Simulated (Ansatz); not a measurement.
An Ansatz (a quantum-chemistry and plane-wave program) run: Ta with a change (Ta vacancy, symmetric start); PBE in Ansatz (plane waves to 420 eV, PAW, scalar-relativistic without spin-orbit coupling).

Input:

Ansatz 0.2 input:
```yaml
crystal:
  lattice:
    - [-3.319589153, 3.319589153, 3.319589153]
    - [3.319589153, -3.319589153, 3.319589153]
    - [3.319589153, 3.319589153, -3.319589153]
  atoms:
    - { symbol: Ta, position: [0, 0, 0.5] }
    - { symbol: Ta, position: [0, 0.5, 0] }
    - { symbol: Ta, position: [0, 0.5, 0.5] }
    - { symbol: Ta, position: [0.5, 0, 0] }
    - { symbol: Ta, position: [0.5, 0, 0.5] }
    - { symbol: Ta, position: [0.5, 0.5, 0] }
    - { symbol: Ta, position: [0.5, 0.5, 0.5] }
basis: { ecutwfc: 420, ecutrho_ratio: 4, xc_grid: 2, fft_grid_basis: typed }
kpoints: { mp_grid: { grid: [7, 7, 7] } }
hamiltonian:
  xc: pbe
  dispersion: none
  pseudopotentials: { kind: paw }
scf: { occupations: { method: fermi_dirac, width: 0.05 }, convergence: { dr2_threshold: 0.0000000007 } }
relax: { f_tol: 0.02, max_steps: 45 }
output: { forces: true, stress: true }
checkpoint: { write: state.ck, write_every: 1000 }
```

Output (explanatory and most iteration lines left out):

```
Relaxation: its limit of steps is 45 (relax.max_steps)
Pseudopotential: Ta, paw, valence charge 13
Crystal: 7 atoms, lattice volume = 146.323 Å³
Basis set: ecut = 420 eV, 2899 PW (Γ), exchange–correlation on 80×80×80 points (8 copies of the dense FFT grid, shifted against one another)
Bands: 55, of which v1, the nominal top of the filled ones, is band 46 counted from 1 (45 counted from 0)
Symmetry: 48 space group operations
Space group: Im-3m (ITA 229), of the structure as read, at distance tolerance 5.3e-5 Å
k-points: 20 of 343
Functional: x = pbe(κ = 0.804, μ = 0.2195149727645171), c = pbe(β = 0.06672455060314922)
SCF iter   1: F=—  HF=-69522.504521 eV  |F-HF|=—  |Δ(HF+E_count)|=         —  Δρ=6.56e-3  dr2=1.32e-1  ethr=1.77e-3  ⟨swp⟩=6.8  Hψ=4647  notcnv=0  defer=1
SCF iter   2: F=—  HF=-69522.483673 eV  |F-HF|=—  |Δ(HF+E_count)|=   2.08e-2  Δρ=3.54e-3  dr2=4.57e-2  ethr=1.45e-4  ⟨swp⟩=1.6  Hψ=1312  notcnv=0  defer=9
SCF 1 converged in 9 iterations: F = -69522.471649 eV  dr2 = 2.76e-11
relax step   1: F+E_penalty+E_count = -69522.47164890 eV  Δ(F+E_penalty+E_count) = +0.000e0 eV  max|allowed force component| = 1.266e-29 eV/Å  Δτ_max = 0.0000 Å  (9 SCF iters, accepted)
SCF converged after 9 iterations
Free energy (F): -69522.471649 eV
Internal energy: -69522.378522 eV  (E = F + TS)
E sigma→0 (E₀):  -69522.425086 eV
Entropy (-TS):   -0.093126 eV (-13.304 meV/atom)
Fermi energy:    15.652174 eV
--- Forces (eV/Å), atoms counted from 1 ---
  atom   1  Ta     0.00000000     0.00000000    -0.00000000
  atom   2  Ta     0.00000000    -0.00000000     0.00000000
  atom   3  Ta     0.00000000    -0.00000000     0.00000000
  atom   4  Ta     0.00000000     0.00000000    -0.00000000
  atom   5  Ta     0.00000000    -0.00000000    -0.00000000
  atom   6  Ta     0.00000000     0.00000000     0.00000000
  atom   7  Ta     0.00000000     0.00000000     0.00000000
--- Stress (GPa, compression-positive) ---
       -7.479679      -0.000000      -0.000000
        0.000000      -7.479679       0.000000
        0.000000       0.000000      -7.479679
  P = ⅓ Tr σ = -7.4797 GPa (-74.797 kbar)
--- Relaxed structure (1 steps of the walk, 1 accepted, 0 SCFs on fresh bases) ---
  atoms:
    - { symbol: Ta, position: [0.0, 0.0, 0.5] }
    - { symbol: Ta, position: [0.0, 0.5, 0.0] }
    - { symbol: Ta, position: [0.0, 0.5, 0.5] }
    - { symbol: Ta, position: [0.5, 0.0, 0.0] }
    - { symbol: Ta, position: [0.5, 0.0, 0.5] }
    - { symbol: Ta, position: [0.5, 0.5, 0.0] }
    - { symbol: Ta, position: [0.5, 0.5, 0.5] }
```

The cell is small, so the values are those of an ordered compound at a high defect concentration; dilute-limit values will differ. The defect started on the symmetric site and kept its symmetry, so it may sit on a saddle. The final runs are not spin-polarised. The cell was made from Ta in the bcc (W type) structure (space group Im-3m, No. 229) by this change: Ta vacancy. The defect cell is not spin-polarised.
